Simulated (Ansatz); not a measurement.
# Effect of Ir vacancy on Ir

The parent structure is a 12-atom supercell of Ir in the fcc (Cu type) structure (space group Fm-3m, No. 225; a = 3.830 Å) at its relaxed geometry.

The change: a neutral Ir vacancy, atoms relaxed at fixed cell, starting from a slightly rattled geometry.

Calculations: Ansatz (a quantum-chemistry and plane-wave program), PBEsol, PAW, cutoff 420 eV, spin-orbit coupling left out. Γ-centred 7×5×7 mesh, Fermi–Dirac width 0.05 eV.

The pressure goes from zero to -10.4 GPa and the largest displacement of a host atom from its site in the perfect cell amounts to 0.03 Å. The mean distance from the defect site to its nearest host atoms shrinks by 0.02 Å (2.71 Å → 2.69 Å).

Cost of the whole job for the changed cell (relaxation, final SCF and bands): very roughly 6 core-minutes.

The cell is small, so the values are those of an ordered compound at a high defect concentration; dilute-limit values will differ. The final runs are not spin-polarised. The defect cell is not spin-polarised.
